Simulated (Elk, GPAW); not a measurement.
An Elk input for a self-consistent single point of AlAg2 (Cmcm, 6 atoms in the cell) (DFT, PBEsol, all-electron FP-LAPW, Elk's shipped species files, APW+lo basis with extra local orbitals):

```
tasks
  0

xctype
  22

tforce
  .true.

rgkmax
  8.0

gmaxvr
  18.0

lmaxapw
  10

lmaxo
  8

nxlo
  2

lorbcnd
  .true.

lradstp
  2

nrmtscf
  2.0

rmtscf
  0.96

lmaxi
  4

swidth
  0.00367493

maxscl
  100

scale
  9.326503222

avec
    0.8698309190   -0.4933499491    0.0000000000
    0.8698309190    0.4933499491    0.0000000000
    0.0000000000    0.0000000000    0.9156801389

atoms
  2
  'Al.in'
  2
  0.8224700000  0.1775300000  0.7500000000    0.0 0.0 0.0
  0.1775300000  0.8224700000  0.2500000000    0.0 0.0 0.0
  'Ag.in'
  4
  0.4756600000  0.8463400000  0.7500000000    0.0 0.0 0.0
  0.5243400000  0.1536600000  0.2500000000    0.0 0.0 0.0
  0.8463400000  0.4756600000  0.2500000000    0.0 0.0 0.0
  0.1536600000  0.5243400000  0.7500000000    0.0 0.0 0.0

ngridk
  6 6 5
```

### Question
Give the GPAW input for the same structure, mesh, smearing and functional.

### Answer
One input that does it (others would too):

```python
from ase import Atoms
from ase.units import GPa
from gpaw import GPAW

atoms = Atoms(['Al', 'Al', 'Ag', 'Ag', 'Ag', 'Ag'],
              cell=[[4.292940, -2.434866, 0.000000],
                    [4.292940, 2.434866, 0.000000],
                    [0.000000, 0.000000, 4.519223]],
              positions=[[4.292940, -1.570342, 3.389417],
                         [4.292940, 1.570342, 1.129806],
                         [5.675267, 0.902556, 3.389417],
                         [2.910613, -0.902556, 1.129806],
                         [5.675267, -0.902556, 1.129806],
                         [2.910613, 0.902556, 3.389417]],
              pbc=True)

calc = GPAW(mode={'name': 'pw', 'ecut': 550},
            xc='PBEsol',
            kpts={'size': (6, 6, 5), 'gamma': True},
            occupations={'name': 'fermi-dirac', 'width': 0.1},
            nbands=-12,
            convergence={'density': 1e-05, 'energy': 1e-05},
            symmetry={'symmorphic': False, 'tolerance': 0.0005},
            maxiter=100)

atoms.calc = calc

energy = atoms.get_potential_energy()
print('Energy (eV):', round(energy, 6))
forces = atoms.get_forces()
print('Forces (eV/Ang):')
print(forces.round(5))
stress = atoms.get_stress()
print('Stress (GPa, Voigt):', (stress / GPa).round(4))
```

Basis, cutoffs, solver keys and any potentials are the target program's own. This input uses DFT PBEsol, plane waves, GPAW PAW datasets PBEsol (made by gpaw-setup).

The starting cell comes from a database of computed structures (which also holds hypothetical and non-ambient phases and stackings), without a prior relaxation at this level. Its lattice was rescaled by a random factor within 2.5 % of one. For this run, on top of that: lattice scaled by 0.98.
